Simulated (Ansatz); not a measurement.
Base system: Os in the hcp (Mg type) structure (space group P6_3/mmc, No. 194; a = 2.7290 Å, c = 4.3091 Å; relaxed with 0.1 eV smearing). Axes: x lies along a and z along c of the hexagonal cell.

The values are results of DFT with PBEsol, PAW potentials and a 420 eV plane-wave cutoff in Ansatz (an electronic-structure program), no spin-orbit coupling, not measurements.

For the base:

The band gap comes out as zero and the shortest interatomic distance is 266.9 pm.

Modification: a pure shear with ε_xz = ε_zx = 0.0200; the atoms relax in the strained cell.

Problem. What does the calculation give for the stress after the change?

Solution. The stress (xx, yy, zz, yz, xz, xy; compression positive) comes out as (0.5, 0.3, 1.2, 0.0, -10.9, 0.0) GPa.

Problem. Estimate the effect on the energy relative to the base.

Solution. The energy grows by 19 meV/atom.

Problem. Estimate the effect on the band gap.

Solution. The band gap remains zero.

Problem. Predict the new shortest interatomic distance.

Solution. The shortest interatomic distance falls by 4.2 pm, from 266.9 pm to 262.7 pm.

No phonon test of stability was made. All final runs are without spin polarisation.
